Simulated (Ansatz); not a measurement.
SiNF (model structure, Pmn2₁, No. 31, 6 atoms in the cell), treated with PBE (plane waves, PAW; Ansatz, a program for electronic structure).

Run with plane-wave cutoff 520 eV, 12×6×8 k mesh (along the axes of the cell as run), Fermi–Dirac smearing 0.01 eV, scalar-relativistic PAW data made under PBE.

Cell (relaxed at this level):

```cif
data_F2N2Si2
_chemical_formula_sum 'Si2 N2 F2'
_space_group_name_H-M_alt 'P 1'
_space_group_IT_number 1
_cell_length_a 2.91721
_cell_length_b 5.91420
_cell_length_c 4.81964
_cell_angle_alpha 90.000
_cell_angle_beta 90.000
_cell_angle_gamma 90.000
loop_
_space_group_symop_operation_xyz
  'x, y, z'
loop_
_atom_site_label
_atom_site_type_symbol
_atom_site_fract_x
_atom_site_fract_y
_atom_site_fract_z
_atom_site_occupancy
Si1 Si 0.00000 0.40106 0.98536 1
N1 N 0.50000 0.47112 0.81070 1
F1 F 0.00000 0.13443 0.03727 1
Si2 Si 0.50000 0.59894 0.48536 1
N2 N 0.00000 0.52888 0.31070 1
F2 F 0.50000 0.86557 0.53727 1
```

Q: Give the computed band gap.

A: 
* **band gap**: 5.13 eV (direct)

Note: the relaxation could raise the start's symmetry but not lower it, so the cell can be a saddle point.

Static lattice: no zero-point or thermal effects.

Cost on a shared machine: about 50 core-seconds (a rough figure).

A model structure was made by putting elements into a prototype or built by hand; it is no filed structure, need not be a known phase, and can be a saddle point held by its symmetry.
